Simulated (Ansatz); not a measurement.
## Pressure series in hypothetical P6_422 AlP

Consider AlP (space group P6_422, No. 181; a hypothetical phase, not in the database extracts checked).

```
CELL_PARAMETERS angstrom
      3.85085     0.00000     0.00000
     -1.92543     3.33494     0.00000
      0.00000     0.00000     8.69026
ATOMIC_POSITIONS crystal
  Al 0.00000 0.50000 0.33333
  Al 0.50000 0.50000 0.66667
  Al 0.50000 0.00000 0.00000
  P  0.00000 0.50000 0.83333
  P  0.50000 0.50000 0.16667
  P  0.50000 0.00000 0.50000
```

Cell and atoms are relaxed at each pressure.

Calculations: Ansatz (a quantum-chemistry and plane-wave program) PBE, spin-orbit coupling left out.

| variant | volume per atom | smallest direct gap |
|---|---|---|
| base | 18.60 Å³ | 2.03 eV |
| pressure −2 GPa | 19.04 Å³ | 1.88 eV |
| pressure −1 GPa | … | 1.98 eV |
| pressure 0.3 GPa | … | 2.03 eV |
| pressure 0.7 GPa | 18.46 Å³ | 2.03 eV |
| pressure 1.5 GPa | 18.31 Å³ | 2.04 eV |
| pressure 3 GPa | 18.03 Å³ | 2.04 eV |
| pressure 5 GPa | 17.70 Å³ | 2.05 eV |
| pressure 7.5 GPa | 17.32 Å³ | 2.06 eV |
| pressure 10 GPa | … | 2.06 eV |

Question: Some entries are withheld; estimate them.

Answer: 
- pressure −1 GPa, volume per atom: 18.81 Å³
- pressure 0.3 GPa, volume per atom: 18.54 Å³
- pressure 10 GPa, volume per atom: 16.98 Å³

Load acts through the strain it causes; cell and atoms are relaxed under it. Whether these cells are dynamically stable was not tested. No other phases were tried under pressure. The base started in P3_121 and relaxed to P6_422 at this level.
